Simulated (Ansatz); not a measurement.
Ti₂SnC (P6_3/mmc), PBEsol, DFPT electron-phonon coupling, linearised Boltzmann equation run with Ansatz (a quantum-chemistry and plane-wave program). Phonon-limited resistivity 10.8 μΩ·cm at 300 K along y (a = (3.14, 0.00, 0.00) Å; b = (-1.57, 2.72, 0.00) Å; c = (0.00, 0.00, 13.62) Å), 15.5 μΩ·cm at 400 K, current-weighted mean free path 10.6 nm, Drude plasma energy 5.01 eV.

Estimate the electronic thermal conductivity at 300 K by the Wiedemann-Franz law (L₀ = 2.44×10⁻⁸ W·Ω/K²).

L₀T/ρ = 2.44×10⁻⁸ × 300/(10.8×10⁻⁸) = 67.8 W/(m·K). Inelastic scattering puts the true Lorenz number somewhat under L₀ near and below the Debye temperature.

What temperature coefficient of resistance follows, and how does it compare with 1/T?

(ρ₄₀₀ − ρ₃₀₀)/(100 K × ρ₃₀₀) = 4.35×10⁻³ K⁻¹, against 1/T = 3.33×10⁻³ K⁻¹ for a resistivity proportional to T. It lies higher because phonons are still being populated at 300 K; impurities would add a constant and lower it.

What is the classical skin depth at 1 GHz (nonmagnetic, μ₀ = 1.257×10⁻⁶ H/m)?

δ = √(ρ/(π f μ₀)) = 5230 nm.

A metal at this level (no band gap). Only scattering by harmonic phonons is included (no impurities, grain boundaries, electron-electron scattering or thermal expansion). Spin-orbit coupling is left out. Halving the electron mesh (32x32x8) moves the resistivity by up to 3 % at 300 K, the mean free path by up to 6 %. Smearing 0.20 eV; phonons on a 5x5x1 q mesh, which this run doesn't test.

Computed structure with no diffraction record at hand here (it may be known, metastable or hypothetical): Ti2SnC (P6_3/mmc).
